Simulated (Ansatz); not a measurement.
System: Bi2O2Te (within 0.1 Å of I4/mmm, No. 139, 5 atoms in the cell; start mp-755419). Method: PBEsol in Ansatz (PAW).

Numerical settings: plane-wave cutoff 520 eV, 14×14×10 k mesh (along the axes of the cell as run), Fermi–Dirac smearing 0.05 eV, scalar-relativistic PAW data made under PBE.

Cell (relaxed at this level):

Space group I4/mmm (No. 139); a = 3.9668 Å, b = 3.9668 Å, c = 12.6291 Å, α = 90.00°, β = 90.00°, γ = 90.00°

```json
[
 {"atom": "Bi", "site": "4e", "symmetry": "4mm", "x": "0.0000", "y": "0.0000", "z": "0.3475"},
 {"atom": "Te", "site": "2a", "symmetry": "4/mmm", "x": "0.0000", "y": "0.0000", "z": "0.0000"},
 {"atom": "O", "site": "4d", "symmetry": "-4m2", "x": "0.0000", "y": "0.5000", "z": "0.2500"}
]
```
(The calculation used a cell of 5 atoms; values per cell refer to that cell.)

Predict the bulk modulus.


- bulk modulus = 77.9 GPa

The run finds no gap.

Note: the bulk modulus is −V dP/dV from two relaxed cells at ±2 % in volume.

Spin–orbit coupling is not included; it can open a gap where bands touch, and shift volumes and moduli.

It cost around 20 core-minutes (rough) of CPU time.

A start named mp-… is a Materials Project structure, which need not be a measured phase.

Ansatz is a first-principles code.
